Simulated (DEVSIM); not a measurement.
Device: Si p+/n-/n+ power diode, at 300 K.

Layer 1 from the left is Si, thickness (μm) 3.40, Na (cm⁻³) 1.2e18, τn (s) 2.9e-8, τp (s) 9.5e-7. Layer 2 from the left is Si, thickness (μm) 71.0, Nd (cm⁻³) 7.9e14, τn (s) 9.5e-7, τp (s) 9.5e-7. Layer 3 from the left is Si, thickness (μm) 2.40, Nd (cm⁻³) 1.1e18, τn (s) 9.5e-7, τp (s) 9.5e-7.

Left contact: ohmic. Right contact: ohmic. Voltage is applied to the left contact. Recombination: SRH at mid-gap, radiative. Mobility is constant in doping.

This is a model device: material constants are rounded textbook-type values typed into the input, and sizes, dopings and lifetimes were drawn at random. Values at 300 K.

Si: gap (eV) 1.124, affinity (eV) 4.05, permittivity 11.7, Nc (cm⁻³) 2.86e19, Nv (cm⁻³) 3.1e19, μn (cm²/Vs) 1417, μp (cm²/Vs) 470, B (cm³/s) 4.7e-15.

Simulated with DEVSIM: 1D drift-diffusion, Boltzmann statistics, complete ionisation; no tunnelling, impact ionisation, image-force lowering or self-heating.

Task: What does the simulation give for the dark forward voltage at 100 A/cm², the potential step across the device at zero bias?

Result: dark forward voltage at 100 A/cm² 0.850 V; potential step across the device at zero bias 0.956 V.
